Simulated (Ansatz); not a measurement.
Ansatz (a first-principles code) run on Ag2ZnS4N4C4 (P1, 30 atoms in the cell): self-consistent single point.

Method of the run: LDA (PW92), default PAW files made with PBE (plane waves; Ansatz).

```xyz
30
Lattice="9.8600 -3.8515 0.0000 9.8600 3.8515 0.0000 -0.8871 0.0000 7.7021" Properties=species:S:1:pos:R:3 pbc="T T T"
Ag     3.7363     0.7007     2.1381
Ag    15.4427     0.7611     1.7575
Ag    15.0219    -0.7532     5.6349
Ag     3.3763    -0.7716     5.9338
Zn     9.5283     1.2964     1.8746
Zn     9.1752    -1.3392     5.7927
S      5.6320    -0.8258     3.0406
S     13.7183    -0.7718     0.7647
S     13.3337     0.9470     4.7595
S      5.0510     0.9615     6.8729
S      2.2660     0.7849     4.1308
S     16.3103     0.7951     7.4654
S     16.6695    -0.7611     3.7227
S      2.5212    -0.8840     0.2984
N      8.1381     0.1130     2.4557
N     11.1553     0.1100     1.4608
N     10.6739    -0.1006     5.2238
N      7.7264    -0.0716     6.2271
N     10.2396     2.4674     3.2858
N      9.0109     2.5178     0.6561
N      8.5526    -2.4746     4.3289
N      9.9282    -2.4684     6.9903
C      7.1054    -0.2139     2.5734
C     12.2287    -0.3752     1.1313
C     11.7274     0.2575     5.0434
C      6.6223     0.2135     6.4234
C      1.2550    -0.5842     3.6323
C     18.2251    -0.4557     0.3262
C     17.5327     0.4222     4.1311
C      0.5895     0.5028     7.4552
```

Reference input (self-consistent single point, DFT, LDA (PW92), plane waves, default PAW files made with PBE): basis.ecutwfc = 420 eV; kpoints.mp_grid.grid = 2 2 2; hamiltonian.xc = lda; hamiltonian.pseudopotentials = {kind: paw} (the program's default PAW files); scf.occupations.method = cold; scf.occupations.width = 0.1 eV. This run's input differs from it in these lines:

Ansatz 0.2 input:
```diff
@@ -38,3 +38,3 @@
 basis:
-  ecutwfc: 420.0 eV
+  ecutwfc: 210.0 eV
 kpoints:
```

Output (repeated stretches shortened):

```
SCF iter   1: F=—  HF=-48138.773006 eV  |F-HF|=—  |Δ(HF+E_count)|=         —  Δρ=6.45e-2  dr2=1.38e1  ethr=1.77e-3  ⟨swp⟩=6.1  Hψ=4664  notcnv=0  defer=1
all-band conjugate gradients solve this SCF's bands
preconditioner: auto → Resta (q_TF=auto, 2.318 Å⁻¹)
SCF iter   2: F=—  HF=-48131.893961 eV  |F-HF|=—  |Δ(HF+E_count)|=    6.88e0  S|Δr|=    0.00e0  Δρ=2.22e-2  dr2=2.01e0  ethr=1.77e-3  ⟨swp⟩=2.0  Hψ=2219  notcnv=0  defer=189
   [... lines left out ...]
SCF iter  10: F=—  HF=-48131.460644 eV  |F-HF|=—  |Δ(HF+E_count)|=   1.78e-7  S|Δr|=    0.00e0  Δρ=9.71e-6  dr2=8.99e-7  ethr=2.26e-9  ⟨swp⟩=2.0  Hψ=1676  notcnv=0  defer=186
SCF iter  11: F=—  HF=-48131.460644 eV  |F-HF|=—  |Δ(HF+E_count)|=   3.96e-7  S|Δr|=    0.00e0  Δρ=5.34e-6  dr2=2.36e-7  ethr=4.09e-10  ⟨swp⟩=2.0  Hψ=1660  notcnv=0  defer=186
SCF iter  12: F=-48131.460644 eV  HF=-48131.460644 eV  |F-HF|=1.67e-8  |Δ(HF+E_count)|=   1.47e-8  S|Δr|=    0.00e0  Δρ=2.02e-6  dr2=2.68e-8  ethr=4.55e-11  ⟨swp⟩=11.0  Hψ=4834  notcnv=0
SCF 1 converged in 12 iterations: F = -48131.460644 eV  dr2 = 2.68e-8
Stability not checked (fill_not_monotonic)
Free energy (F): -48131.460644 eV
Internal energy: -48131.460644 eV  (E = F + TS)
E sigma→0 (E₀):  -48131.460644 eV
Fermi energy:    4.327289 eV
--- Forces (eV/Å), atoms counted from 1 ---
  atom   1  Ag     0.00109118    -0.09950863    -0.29753183
  atom   2  Ag     0.07637286     0.16490827    -0.02389108
  atom   3  Ag    -0.17394611     0.06137475     0.18698030
  atom   4  Ag    -0.11355455     0.20524060     0.27307783
  atom   5  Zn     1.57625815    -1.64730391     0.93420479
   [... 21 lines left out ...]
   [... lines left out ...]
  atom  30  C      4.35331893    -5.66882659     2.29332027
--- Stress (GPa, compression-positive) ---
       -2.323108      -0.362400      -0.265246
       -0.362400      -3.617968      -1.778711
       -0.265246      -1.778711      -1.016202
  P = ⅓ Tr σ = -2.3191 GPa (-23.191 kbar)
  The stress holds the Pulay correction. Without it, at fixed plane waves, as pw.x and ABINIT print it: P = -85.9970 GPa
```

The run converged in 12 iterations. Against the reference run the free energy rises by 2.46 eV/atom, the pressure goes from -3.46 to -2.32 GPa, the largest force goes from 12.667 to 12.46 eV/Å and the gap on the mesh goes from 2.516 to 2.580 eV.

The starting cell comes from a database of published, mostly measured structures (it also holds non-ambient and calculated ones), without a prior relaxation at this level. Its atoms were displaced at random from the sites of space group no. 15. Forces in this geometry exceed 1 eV/Å. Ansatz's pressure includes its estimate of the finite-basis (Pulay) stress. Without the estimate this run gives -86.00 GPa. The cutoff lies below the one recommended for these files.
